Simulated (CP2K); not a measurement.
**A self-consistent single point of BaN2 (C2/c, 6 atoms in the cell) with CP2K**

Method: PBEsol, GPW, DZVP-MOLOPT-SR-GTH basis, GTH-PBE potentials (GTH_POTENTIALS) (CP2K).

The input file:

```
&GLOBAL
  PROJECT bulk
  RUN_TYPE ENERGY_FORCE
  PRINT_LEVEL LOW
&END GLOBAL
&FORCE_EVAL
  METHOD Quickstep
  STRESS_TENSOR ANALYTICAL
  &DFT
    BASIS_SET_FILE_NAME BASIS_MOLOPT
    POTENTIAL_FILE_NAME GTH_POTENTIALS
    &QS
      METHOD GPW
      EPS_DEFAULT 1E-10
    &END QS
    &MGRID
      CUTOFF 500
      REL_CUTOFF 50
      NGRIDS 5
    &END MGRID
    &SCF
      SCF_GUESS ATOMIC
      EPS_SCF 1E-6
      MAX_SCF 100
      ADDED_MOS 8
      &DIAGONALIZATION
        ALGORITHM STANDARD
      &END DIAGONALIZATION
      &MIXING
        METHOD BROYDEN_MIXING
        ALPHA 0.3
        NBUFFER 12
        BETA 1
      &END MIXING
      &SMEAR ON
        METHOD FERMI_DIRAC
        ELECTRONIC_TEMPERATURE [K] 1160.45
      &END SMEAR
    &END SCF
    &KPOINTS
      SCHEME MONKHORST-PACK 6 6 3
      GAMMA_CENTERED T
    &END KPOINTS
    &XC
      &XC_FUNCTIONAL
        &PBE
          PARAMETRIZATION PBESOL
        &END PBE
      &END XC_FUNCTIONAL
    &END XC
    &PRINT
      &MO
        EIGENVALUES T
        OCCUPATION_NUMBERS T
        NDIGITS 8
        FILENAME mo
        &EACH
          QS_SCF 0
        &END EACH
        ADD_LAST NUMERIC
      &END MO
      &MULLIKEN OFF
      &END MULLIKEN
    &END PRINT
  &END DFT
  &SUBSYS
    &CELL
      A 4.22153200 0.00000000 0.00000000
      B 1.87298300 3.78328700 0.00000000
      C -1.61963500 -1.00542000 7.06026500
      PERIODIC XYZ
    &END CELL
    &COORD
      SCALED
      Ba       0.20407000     0.79593000     0.75000000
      Ba       0.79593000     0.20407000     0.25000000
      N        0.44393000     0.15001000     0.54520000
      N        0.55607000     0.84999000     0.45480000
      N        0.84999000     0.55607000     0.95480000
      N        0.15001000     0.44393000     0.04520000
    &END COORD
    &KIND Ba
      BASIS_SET DZVP-MOLOPT-SR-GTH
      POTENTIAL GTH-PBE-q10
    &END KIND
    &KIND N
      BASIS_SET DZVP-MOLOPT-SR-GTH
      POTENTIAL GTH-PBE-q5
    &END KIND
  &END SUBSYS
  &PRINT
    &FORCES ON
    &END FORCES
    &STRESS_TENSOR ON
    &END STRESS_TENSOR
  &END PRINT
&END FORCE_EVAL
```

Output, abridged:

```
 GLOBAL| Method name                                                        CP2K
 GLOBAL| Project name                                                       bulk
 GLOBAL| Run type                                                   ENERGY_FORCE

 TOTAL NUMBERS AND MAXIMUM NUMBERS

  Total number of            - Atomic kinds:                                   2
                             - Atoms:                                          6
                             - Shell sets:                                     6
                             - Shells:                                        32
                             - Primitive Cartesian functions:                 32
                             - Cartesian basis functions:                     86
                             - Spherical basis functions:                     80

  Maximum angular momentum of- Orbital basis functions:                        2
                             - Local part of the GTH pseudopotential:          2
                             - Non-local part of the GTH pseudopotential:      3

 SCF PARAMETERS         Density guess:                                    ATOMIC
                        max_scf:                                             100
                        max_diis:                                              4
                        eps_scf:                                        1.00E-06
                        eps_diis:                                       1.00E-01
                        eps_eigval:                                     1.00E-05
                        level_shift [a.u.]:                             0.000000
                        added MOs                                         8    0
                        Mixing method:                            BROYDEN_MIXING
                                                charge density mixing in g-space
                        Smear method:                                FERMI_DIRAC
                        Electronic temperature [K]:                       1160.5
                        Electronic temperature [a.u.]:                  3.67E-03
                        Accuracy threshold:                             1.00E-10
                        No outer SCF

 Extrapolation method: initial_guess

 Number of electrons:                                                         40
 Number of occupied orbitals:                                                 20
 Number of molecular orbitals:                                                28

 Number of orbital functions:                                                 80
 Number of independent orbital functions:                                     80

 SCF WAVEFUNCTION OPTIMIZATION

  Step     Update method      Time    Convergence         Total energy    Change
     1 NoMix/Diag. 0.30E+00      -     1.77187221       -91.2605826323 -9.13E+01
     2 Broy./Diag. 0.30E+00      -     0.09802983       -87.9806408236  3.28E+00
     3 Broy./Diag. 0.30E+00      -     0.09512374       -89.7754874532 -1.79E+00
     4 Broy./Diag. 0.30E+00      -     0.01095822       -90.6537628596 -8.78E-01
     5 Broy./Diag. 0.30E+00      -     0.00709290       -90.5100230592  1.44E-01
     6 Broy./Diag. 0.30E+00      -     0.00141275       -90.6041071626 -9.41E-02
     7 Broy./Diag. 0.30E+00      -     0.00059108       -90.6168933451 -1.28E-02
   [... 3 lines left out ...]
    11 Broy./Diag. 0.30E+00      -     0.00000455       -90.6315128722  1.54E-05
    12 Broy./Diag. 0.30E+00      -     0.00001218       -90.6313533218  1.60E-04
    13 Broy./Diag. 0.30E+00      -     0.00000237       -90.6313130320  4.03E-05
    14 Broy./Diag. 0.30E+00      -     0.00000179       -90.6313113031  1.73E-06
    15 Broy./Diag. 0.30E+00      -     0.00000061       -90.6313110764  2.27E-07

  *** SCF run converged in    15 steps ***

  Electronic density on regular grids:        -39.9999999985        0.0000000015
  Core density on regular grids:               39.9999999964       -0.0000000036
  Total charge density on r-space grids:       -0.0000000021
  Total charge density g-space grids:          -0.0000000021

  Overlap energy of the core charge distribution:               0.00000017253277
  Self energy of the core charge distribution:               -203.88202786782537
  Core Hamiltonian energy:                                     49.14254545257577
  Hartree energy:                                              81.46035168745347
  Exchange-correlation energy:                                -17.34844876314375
  Electronic entropic energy:                                  -0.00373175844103
  Fermi energy:                                                 0.29122348715320

  Total energy:                                               -90.63131107642316
  Total energy (extrapolated to T->0):                        -90.62944519720264

 ENERGY| Total FORCE_EVAL ( QS ) energy [hartree]            -90.631312796951732

 FORCES| Atomic forces [hartree/bohr]
 FORCES|   Atom     x               y               z               |f|
 FORCES|      1  1.49620635E-03 -2.41016219E-03  4.81411834E-08   2.83681427E-03
 FORCES|      2 -1.49621578E-03  2.41015258E-03 -4.23082553E-08   2.83681109E-03
 FORCES|      3 -1.28904786E-03  1.95297468E-02  1.20536460E-02   2.29861488E-02
 FORCES|      4  1.28905650E-03 -1.95297384E-02 -1.20536504E-02   2.29861444E-02
 FORCES|      5 -1.69302725E-02  9.81999268E-03 -1.20535367E-02   2.29859551E-02
 FORCES|      6  1.69302733E-02 -9.81999150E-03  1.20535353E-02   2.29859544E-02
 FORCES| Sum     1.96473393E-12 -8.92066976E-12  2.03674334E-11
 FORCES| Total atomic force                                       2.23219818E-11

 STRESS| Analytical stress tensor [bar]
 STRESS|                        x                   y                   z
 STRESS|      x       -6.66725494014E+03  -6.39368967747E+03   7.11448517562E+03
 STRESS|      y       -6.39368967747E+03  -3.36313493060E+02   4.41679323195E+03
 STRESS|      z        7.11448517562E+03   4.41679323195E+03  -8.14199067526E+03
 STRESS| 1/3 Trace                                            -5.04851970282E+03
```

The run converged in 15 iterations.

The starting cell comes from a database of computed structures (which also holds hypothetical and non-ambient phases and stackings), without a prior relaxation at this level. Values carry the incompleteness of an atom-centred basis. The potentials were made for another functional than the one used. Forces in this geometry exceed 1 eV/Å. The run gives no clean gap (levels at the Fermi energy touch, overlap or are partly filled at this smearing), which alone does not show that the compound is a metal.

Cost on one core of a shared machine: roughly 40 s.
